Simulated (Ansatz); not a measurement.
We consider LiF (model structure, F-43m, No. 216, 2 atoms in the cell), described by PBEsol (PAW; Ansatz, a quantum-chemistry and plane-wave program).

Numerical settings: plane-wave cutoff 520 eV, 14×14×14 k mesh, Fermi–Dirac smearing 0.01 eV, scalar-relativistic PAW data made under PBE.

Cell (relaxed at this level):

```
LiF
1.0
    0.00000     2.15562     2.15562
    2.15562     0.00000     2.15562
    2.15562     2.15562     0.00000
Li F
1 1
Direct
  0.00000   0.00000   0.00000
  0.25000   0.25000   0.25000
```

### Question
Predict the band gap and bulk modulus.

### Answer

band gap: 7.67 eV (on the SCF k mesh)
bulk modulus: 54.5 GPa

Note: the bulk modulus is −V dP/dV from two relaxed cells at ±2 % in volume; the relaxation could raise the start's symmetry but not lower it, so the cell can be a saddle point.

The computed numbers hold no vibrational or temperature effects.

It cost about 17 core-seconds (a rough figure) of CPU time.

A model structure was made by putting elements into a prototype or built by hand; it is no filed structure, need not be a known phase, and can be a saddle point held by its symmetry.
